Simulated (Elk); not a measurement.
Band structure of LaNi2 (Fd-3m, 6 atoms in the cell).

```
CELL_PARAMETERS angstrom
      0.00000     3.65314     3.65314
      3.65314     0.00000     3.65314
      3.65314     3.65314     0.00000
ATOMIC_POSITIONS crystal
  La 0.75000 0.75000 0.75000
  La 0.50000 0.50000 0.50000
  Ni 0.12500 0.12500 0.62500
  Ni 0.12500 0.62500 0.12500
  Ni 0.12500 0.12500 0.12500
  Ni 0.62500 0.12500 0.12500
```

Method of the run: PBEsol, all-electron FP-LAPW, Elk's shipped species files, APW+lo basis with extra local orbitals (Elk).

Settings: xctype = 22; rgkmax = 7.5; stype = 0; swidth = 0.00999582 Ha; ngridk = 8 8 8; gmaxvr = 16 1/bohr; nxlo = 2; lorbcnd = true; lmaxi = 3.

The starting cell comes from a database of computed structures (which also holds hypothetical and non-ambient phases and stackings), without a prior relaxation at this level. Spin polarisation is off. Values depend on the basis (sphere radii, cutoffs, local orbitals), which need not be converged.

Levels in eV from the Fermi level, bands 40 to 47:
| point | 40 | 41 | 42 | 43 | 44 | 45 | 46 | 47 |
|---|---|---|---|---|---|---|---|---|
| Γ | -1.14 | -0.30 | -0.30 | -0.30 | 0.21 | 0.54 | 0.54 | 0.54 |
| X | -1.09 | -1.08 | -1.08 | 0.43 | 0.43 | 0.76 | 0.76 | 1.42 |
| W | -1.24 | -0.93 | -0.93 | 0.35 | 0.35 | 0.92 | 0.92 | 1.56 |
| K | -1.29 | -1.02 | -0.86 | -0.03 | 0.56 | 0.97 | 1.22 | 1.35 |
| L | -0.99 | -0.99 | -0.29 | 0.04 | 0.04 | 0.50 | 0.76 | 0.76 |
| U | -1.29 | -1.02 | -0.86 | -0.03 | 0.56 | 0.97 | 1.22 | 1.35 |

Bands cross the Fermi level along this path, so the cell is metallic at this level.
